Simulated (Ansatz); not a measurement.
Band structure of HfAs (P-6m2, 2 atoms in the cell).

```yaml
crystal:
  lattice:
    - [3.67618, 0.00000, 0.00000]
    - [-1.83809, 3.18367, 0.00000]
    - [0.00000, 0.00000, 3.58777]
  atoms:
    - { symbol: Hf, position: [0.00000, 0.00000, 0.00000] }
    - { symbol: As, position: [0.66667, 0.33333, 0.50000] }
```

Method of the run: PBEsol with spin-orbit coupling, default PAW files made with PBE (plane waves; Ansatz, a quantum-chemistry and plane-wave program).

Settings: basis.ecutwfc = 420 eV; kpoints.mp_grid.grid = 7 7 6; hamiltonian.xc = pbesol; hamiltonian.pseudopotentials = {kind: paw} (the program's default PAW files); magnetization.noncollinear = true; magnetization.spin_orbit = true; scf.occupations.method = gaussian; scf.occupations.width = 0.2 eV; kpoints.band_path.npoints = 10.

The starting cell was generated: these elements placed on a structure prototype, without a prior relaxation; it need not be a known phase or ordering of this composition.

Levels in eV from the Fermi level, bands 39 to 46:
```json
[
 {"point": "Γ", "39": "-1.44", "40": "-1.44", "41": "-0.21", "42": "-0.21", "43": "2.78", "44": "2.78", "45": "2.97", "46": "2.97"},
 {"point": "M", "39": "-1.10", "40": "-1.10", "41": "-0.60", "42": "-0.60", "43": "2.35", "44": "2.35", "45": "3.65", "46": "3.65"},
 {"point": "K", "39": "-1.69", "40": "-1.62", "41": "1.21", "42": "1.39", "43": "1.63", "44": "1.99", "45": "2.18", "46": "2.24"},
 {"point": "A", "39": "-0.55", "40": "-0.55", "41": "0.69", "42": "0.69", "43": "1.02", "44": "1.02", "45": "3.46", "46": "3.46"},
 {"point": "L", "39": "-2.29", "40": "-2.29", "41": "-0.20", "42": "-0.20", "43": "3.62", "44": "3.62", "45": "3.91", "46": "3.91"},
 {"point": "H", "39": "-2.29", "40": "-2.20", "41": "0.30", "42": "0.37", "43": "2.47", "44": "2.48", "45": "3.95", "46": "4.36"}
]
```

Bands cross the Fermi level along this path, so the cell is metallic at this level.

The net moment of the cell came out as 0.00 μB.

Keys are those of Ansatz 0.2.
